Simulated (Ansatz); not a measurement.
Consider WS2 in the 2H-MoS2 type structure (space group P6_3/mmc, No. 194; layered, stacked along the Cartesian z axis).

```yaml
crystal:
  lattice:
    - [3.15408, 0.00000, 0.00000]
    - [-1.57704, 2.73152, 0.00000]
    - [0.00000, 0.00000, 12.13731]
  atoms:
    - { symbol: W, position: [0.33333, 0.66667, 0.25000] }
    - { symbol: W, position: [0.66667, 0.33333, 0.75000] }
    - { symbol: S, position: [0.33333, 0.66667, 0.62026] }
    - { symbol: S, position: [0.66667, 0.33333, 0.12026] }
    - { symbol: S, position: [0.66667, 0.33333, 0.37974] }
    - { symbol: S, position: [0.33333, 0.66667, 0.87974] }
```

Level of theory: plane-wave PAW DFT at the PBE-D3(BJ) level (Ansatz, an electronic-structure program, 420 eV), no spin-orbit coupling.

For the base:

The valence-band top at Γ is 0.00, -1.30, -1.42 eV and the band gap comes out as 0.88 eV. The hole mass is 0.89 mₑ along c, 0.55 mₑ across (at Γ).

Now apply this change: every lattice vector is shortened by 0.59 %; the atoms relax in the strained cell.

Question: How does this affect the valence-band top at Γ, band gap, energy relative to the base and hole mass?

Answer: The valence-band top at Γ (three highest levels, from the VBM) becomes 0.00, -1.38, -1.39 eV (base: 0.00, -1.30, -1.42 eV); the band gap falls by 0.03 eV, from 0.88 eV to 0.85 eV; the energy grows by 1.4 meV/atom; the hole mass changes from 0.89 mₑ along c, 0.55 mₑ across (at Γ) to 0.87 mₑ along c, 0.55 mₑ across (at Γ).

Spin-orbit coupling, missing from the scalar runs, can matter with W. Effective masses come from finite differences of ±0.01 Å⁻¹. No phonon test of stability was made.
